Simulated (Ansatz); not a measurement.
The reference is BeTe in the zinc blende structure (space group F-43m, No. 216; a = 5.664 Å).

All numbers come from PBE, PAW, 420 eV (Ansatz, a quantum-chemistry and plane-wave program; scalar-relativistic without spin-orbit coupling).

Before the change:

The hole mass comes out as 0.20, 0.35, 0.35 mₑ (at Γ). The electron mass comes out as 1.9 mₑ along k, 0.26 mₑ across (at X) and the band gap is 2.03 eV. The width of the top valence band is 3.12 eV.

It is then changed as follows: the cell is scaled by 1.0050 in all directions; the atoms relax in the strained cell.

**Question.** Predict the new hole mass, electron mass, band gap and width of the top valence band.

**Answer.** The hole mass (degenerate bands, along [100]) goes from 0.20, 0.35, 0.35 mₑ (at Γ) to 0.20, 0.36, 0.36 mₑ (at Γ); the electron mass becomes 2.0 mₑ along k, 0.26 mₑ across (at X) (base: 1.9 mₑ along k, 0.26 mₑ across (at X)); the band gap goes up by 0.03 eV to 2.06 eV; the width of the top valence band shrinks by 0.07 eV, from 3.12 eV to 3.05 eV.

Spin-orbit coupling, missing from the scalar runs, can matter with Te. Masses are band curvatures over ±0.01 Å⁻¹ around the edge. Along k means along the line from Γ to the band edge. No phonon test of stability was made.
